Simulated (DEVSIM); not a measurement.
System: Ti/AlN/p-Ge capacitor, at 300 K.

```tsv
layer (left to right)	material	thickness (nm)	Na (cm⁻³)
1	AlN	1.10	-
2	Ge	2300	6.7e16
```

Metal gate on the left, work function 4.33 eV. Fixed charge at the semiconductor interface 0 cm⁻² (in units of +e); no interface traps.

The device is made up for the run: typed textbook-type constants, with dimensions and the other settings drawn at random. Values at 300 K.

| parameter | AlN | Ge |
|---|---|---|
| gap (eV) | 6.1 | 0.664 |
| affinity (eV) | 1.9 | 4 |
| permittivity | 8.5 | 16 |
| Nc (cm⁻³) | - | 1.04e19 |
| Nv (cm⁻³) | - | 6e18 |

Model (solved in DEVSIM): 1D Poisson equation in equilibrium, Boltzmann statistics, complete ionisation; no quantum confinement or tunnelling. Metal contacts follow the ideal Schottky-Mott rule: no Fermi-level pinning, no interface dipoles.

Question: Tabulate band edges, carrier densities and field at 0.1 V on the gate.

Answer: Energies count from the Fermi level of the right contact; mesh points crowd at the junctions.

| x (μm) | Ec (eV) | Ev (eV) | n (cm⁻³) | p (cm⁻³) | field (V/cm) |
|---|---|---|---|---|---|
| 0.000 | 2.330 | -3.770 | < 1e2 | < 1e2 | 120000 |
| 0.0005363 | 2.337 | -3.763 | < 1e2 | < 1e2 | 120000 |
| 0.001070 | 2.343 | -3.757 | < 1e2 | < 1e2 | 110000 |
| 0.002075 | 0.250 | -0.414 | 6.6e14 | 6.6e11 | 64000 |
| 0.005092 | 0.269 | -0.395 | 3.2e14 | 1.4e12 | 62000 |
| 0.01008 | 0.299 | -0.365 | 1.0e14 | 4.4e12 | 58000 |
| 0.01925 | 0.349 | -0.315 | 1.4e13 | 3.0e13 | 51000 |
| 0.04651 | 0.460 | -0.204 | 1.9e11 | 2.3e15 | 31000 |
| 0.09162 | 0.536 | -0.128 | 1.0e10 | 4.2e16 | 6100 |
| 0.1744 | 0.548 | -0.116 | 6.6e9 | 6.7e16 | 82 |
| 0.3434 | 0.548 | -0.116 | 6.5e9 | 6.7e16 | ≈ 0 |
| 0.8284 | 0.548 | -0.116 | 6.5e9 | 6.7e16 | ≈ 0 |
| 1.454 | 0.548 | -0.116 | 6.5e9 | 6.7e16 | ≈ 0 |
| 1.871 | 0.548 | -0.116 | 6.5e9 | 6.7e16 | ≈ 0 |
| 2.123 | 0.548 | -0.116 | 6.5e9 | 6.7e16 | ≈ 0 |
| 2.208 | 0.548 | -0.116 | 6.5e9 | 6.7e16 | ≈ 0 |
| 2.255 | 0.548 | -0.116 | 6.5e9 | 6.7e16 | ≈ 0 |
| 2.277 | 0.548 | -0.116 | 6.5e9 | 6.7e16 | ≈ 0 |
| 2.292 | 0.548 | -0.116 | 6.5e9 | 6.7e16 | ≈ 0 |
| 2.297 | 0.548 | -0.116 | 6.5e9 | 6.7e16 | ≈ 0 |
| 2.300 | 0.548 | -0.116 | 6.5e9 | 6.7e16 | ≈ 0 |
| 2.301 | 0.548 | -0.116 | 6.5e9 | 6.7e16 | ≈ 0 |
